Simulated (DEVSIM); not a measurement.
Device: abrupt InP n-p junction, at 300 K.

Layer 1 from the left is InP, thickness (μm) 27.0, Nd (cm⁻³) 6.7e15, τn (s) 1.2e-8, τp (s) 1.2e-8. Layer 2 from the left is InP, thickness (μm) 2.30, Na (cm⁻³) 4.8e16, τn (s) 1.2e-8, τp (s) 1.2e-8.

Left contact: ohmic. Right contact: ohmic. Voltage is applied to the left contact. Recombination: SRH at mid-gap, radiative, Auger. Mobility is μmin + (μ − μmin)/(1 + (N/Nref)^α).

Constants are typed, rounded textbook-type inputs, not results; the design itself was drawn at random and stands for no fabricated device. Values at 300 K.

InP: gap (eV) 1.344, affinity (eV) 4.38, permittivity 12.5, Nc (cm⁻³) 5.7e17, Nv (cm⁻³) 1.1e19, μn (cm²/Vs) 5200, μp (cm²/Vs) 170, μn,min 400, μp,min 10, Nref,n 3e17, Nref,p 4.9e17, αn 0.47, αp 0.62, B (cm³/s) 1.2e-10, Cn (cm⁶/s) 9e-31, Cp (cm⁶/s) 9e-31.

Problem. Estimate by hand the built-in potential, the peak field at zero bias, the capacitance at 0.6 V, and compare with a numerical solution.

Solution. 
- Built-in potential: ni = √(Nc Nv) exp(−Eg/2kT) = 1.29e7 cm⁻³ with Eg = 1.344 eV; Vbi = kT/q ln(Na Nd/ni²) = 1.089 V; numerical 1.089 V.
- Peak field at zero bias: depletion approximation: W = √(2εVbi/(qN)) = 0.506 μm with N = 5.88e15 cm⁻³; field = 2Vbi/W = 43000 V/cm; numerical 42000 V/cm (estimate above by 2.4 %).
- Capacitance at 0.6 V: C = √(qεN / 2(Vbi + |V|)) = 17.6 nF/cm²; numerical 17.8 nF/cm² (estimate below by 1.6 %).

DEVSIM, 1D drift-diffusion, Boltzmann statistics, complete ionisation; no tunnelling, impact ionisation, image-force lowering or self-heating.
